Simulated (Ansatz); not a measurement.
The starting structures come from a database of crystals and need not be the phases stable at ambient conditions.

Here is the system:

```
LiMgVO4
1.0
    6.32334     0.00000     0.00000
    0.00000     8.71433     0.00000
    0.00000     4.35717     2.85696
Li Mg V O
2 2 2 8
Direct
  0.25000   0.16270   0.00000
  0.75000   0.83730   0.00000
  0.50000   0.50000   0.00000
  0.00000   0.50000   0.00000
  0.25000   0.85419   0.00000
  0.75000   0.14581   0.00000
  0.02945   0.73993   0.00000
  0.97055   0.26007   0.00000
  0.52945   0.26007   0.00000
  0.47055   0.73993   0.00000
  0.75000   0.26561   0.50848
  0.25000   0.73439   0.49152
  0.25000   0.22591   0.50848
  0.75000   0.77409   0.49152
```

Space group of this cell: Cmcm. The cell is taken as given; by r2SCAN its mean pressure is -8.2 GPa.

Transport runs along the normal of the first two printed cell vectors.

The gap is the functional's own, uncorrected, and κ follows it; spin-orbit coupling is left out. Mid-gap values are interpolated between the computed energies.

Predict the band gap and the smallest decay constant κ at mid-gap from Ansatz (a quantum-chemistry and plane-wave program) with r2SCAN.

Gap 3.54 eV on a 6×10×10 mesh; κ = 0.451 1/Å, at the zone centre.
